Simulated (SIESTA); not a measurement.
Band structure of Bi (R-3m, 2 atoms in the cell).

```xyz
2
Lattice="4.2271 -2.3084 0.0000 4.2271 2.3084 0.0000 2.9664 0.0000 3.7944" Properties=species:S:1:pos:R:3 pbc="T T T"
Bi     2.6724     0.0000     0.8879
Bi     8.7481     0.0000     2.9065
```

Level of theory: GGA PBE, numerical atomic orbitals DZP, PseudoDojo PBE standard norm-conserving potentials (rewritten from UPF to PSML) (SIESTA).

Settings: XC.functional = GGA; XC.authors = PBE; potentials = PseudoDojo PBE standard; PAO.BasisSize = DZP; PAO.EnergyShift = 0.01 Ry; MeshCutoff = 350 Ry; kgrid.MonkhorstPack = 9 9 9; OccupationFunction = MP; OccupationMPOrder = 0; ElectronicTemperature = 3156.43 K; MaxSCFIterations = 150; SCF.Mixer.Method = Broyden; SCF.Mixer.Weight = 0.1; SCF.Mixer.History = 6.

The starting cell has typed, rounded lattice constants, without a prior relaxation at this level. Its lattice was rescaled by a random factor within 2.5 % of one. Spin-orbit coupling is off. Values carry the incompleteness of an atom-centred basis.

Levels in eV from the Fermi level, bands 12 to 17:
```
point      12     13     14     15     16    17
-----  ------  -----  -----  -----  -----  ----
Γ       -7.76  -1.34  -1.17  -1.17   2.47  2.90
L      -10.50  -1.30  -1.20  -0.30  -0.29  0.52
B1     -10.24  -3.91  -3.81  -0.45   0.74  4.95
B      -10.24  -3.91  -3.81  -0.45   0.74  4.95
Z       -9.89  -1.01  -0.65  -0.65   0.67  0.67
X      -10.27  -4.18  -2.41  -2.34   2.82  2.93
Q      -10.27  -4.18  -2.41  -2.34   2.82  2.93
F       -9.58  -4.48  -2.86  -2.78   2.47  4.69
P1      -9.97  -4.24  -2.37  -2.30   2.67  3.31
P       -9.97  -4.24  -2.37  -2.30   2.67  3.31
```

Bands cross the Fermi level along this path, so the cell is metallic at this level.

Higher empty bands are left out: an atom-centred basis made for the valence describes them poorly.
